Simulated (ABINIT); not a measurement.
Worked example: self-consistent single point of Zr2Rh (Ibam, 6 atoms in the cell) in ABINIT.

Computed with LDA (PW92), PAW (JTH v2.0 LDA PAW) (plane waves; ABINIT).

```
CELL_PARAMETERS angstrom
     -3.17011     3.17914     2.77963
      3.17011    -3.17914     2.77963
      3.17011     3.17914    -2.77963
ATOMIC_POSITIONS crystal
  Zr 0.83194 0.16795 0.99989
  Zr 0.16806 0.83205 0.00011
  Zr 0.66806 0.66795 0.33601
  Zr 0.33194 0.33205 0.66399
  Rh 0.25000 0.75000 0.50000
  Rh 0.75000 0.25000 0.50000
```

Reference input (self-consistent single point, DFT, PBEsol, plane waves, PAW (JTH v2.0 PBE PAW, files made for PBE)): pseudos = [Zr.GGA_PBE-JTH.xml, Rh.GGA_PBE-JTH.xml]; ecut = 571 eV; pawecutdg = 1143 eV; ixc = -116133; occopt = 3; tsmear = 0.05 eV; ngkpt = 5 5 5; nshiftk = 1; shiftk = 0 0 0; potentials = JTH v2.0 PBE PAW; nband = 52; kptopt = 1. This run's input differs from it in these lines:

```diff
@@ -1,4 +1,4 @@
-# Zr2Rh, JTH v2.0 PBE PAW
+# Zr2Rh, JTH v2.0 LDA PAW
 pp_dirpath "./"
-pseudos "Zr.GGA_PBE-JTH.xml, Rh.GGA_PBE-JTH.xml"
+pseudos "Zr.LDA_PW-JTH.xml, Rh.LDA_PW-JTH.xml"
 acell 3*1.0 Angstrom
@@ -21,3 +21,2 @@
 pawecutdg 1143 eV
-ixc -116133
 occopt 3
```

Its files differ too (potentials: JTH v2.0 PBE PAW → JTH v2.0 LDA PAW).

Output (repeated stretches shortened):

```
--- !BeginCycle
solver: {iscf: 17, nstep: 100, nline: 4, wfoptalg: 10, }
tolerances: {tolvrs: 1.00E-12, }
...

     iter   Etot(hartree)      deltaE(h)  residm     nres2
 ETOT  1  -409.32187705517    -4.093E+02 2.280E+00 4.987E+01
 ETOT  2  -414.52079273561    -5.199E+00 4.933E-02 1.075E+02
 ETOT  3  -414.19963384336     3.212E-01 2.824E-02 8.138E+00
 ETOT  4  -414.20380758436    -4.174E-03 1.163E-02 4.369E+00
 ETOT  5  -414.20569611344    -1.889E-03 4.930E-03 2.564E+00
   [... 11 lines left out ...]
 ETOT 17  -414.19711498580    -4.206E-12 3.904E-04 9.783E-10
 ETOT 18  -414.19711498579     1.478E-12 3.125E-04 5.576E-11
 ETOT 19  -414.19711498579    -7.390E-13 2.512E-04 2.657E-12
 ETOT 20  -414.19711498580    -2.387E-12 1.969E-04 5.645E-13
 At SCF step   20       nres2   =  5.64E-13 < tolvrs=  1.00E-12 =>converged.

 Cartesian components of stress tensor (hartree/bohr^3)
  sigma(1 1)= -6.06946226E-05  sigma(3 2)=  0.00000000E+00
  sigma(2 2)= -5.81857724E-05  sigma(3 1)=  0.00000000E+00
  sigma(3 3)= -1.95089064E-05  sigma(2 1)=  0.00000000E+00

 ----iterations are completed or convergence reached----

 reduced coordinates (array xred) for    6 atoms
       0.831940000000      0.167950000000      0.999890000000
       0.168060000000      0.832050000000      0.000110000000
       0.668060000000      0.667950000000      0.336010000000
       0.331940000000      0.332050000000      0.663990000000
       0.250000000000      0.750000000000      0.500000000000
       0.750000000000      0.250000000000      0.500000000000
 cartesian forces (eV/Angstrom) at end:
   [... lines left out ...]
 Fermi (or HOMO) energy (hartree) =   0.48183   Average Vxc (hartree)=  -0.44829
 Fermi (or HOMO) energy (eV) =  13.11124   Average Vxc (eV)= -12.19868
   [... lines left out ...]
'-kT*entropy'       : -2.28094203761170E-03
total_energy        : -4.14197114952455E+02
total_energy_eV     : -1.12708766886758E+04
...

-Cartesian components of stress tensor (GPa)         [Pressure=  1.3572E+00 GPa]
- sigma(1 1)= -1.78569715E+00  sigma(3 2)=  0.00000000E+00
- sigma(2 2)= -1.71188424E+00  sigma(3 1)=  0.00000000E+00
- sigma(3 3)= -5.73971746E-01  sigma(2 1)=  0.00000000E+00

 Calculation completed.
```

The run converged in 20 iterations. 

The starting cell comes from a database of computed structures (which also holds hypothetical and non-ambient phases and stackings), without a prior relaxation at this level. Its lattice was rescaled by a random factor within 2.5 % of one. Spin polarisation is off.

These are the values that this program gave, and no reference: the one-centre exchange-correlation terms come from a truncated expansion.

Cost on one core of a shared machine: roughly 6 min.
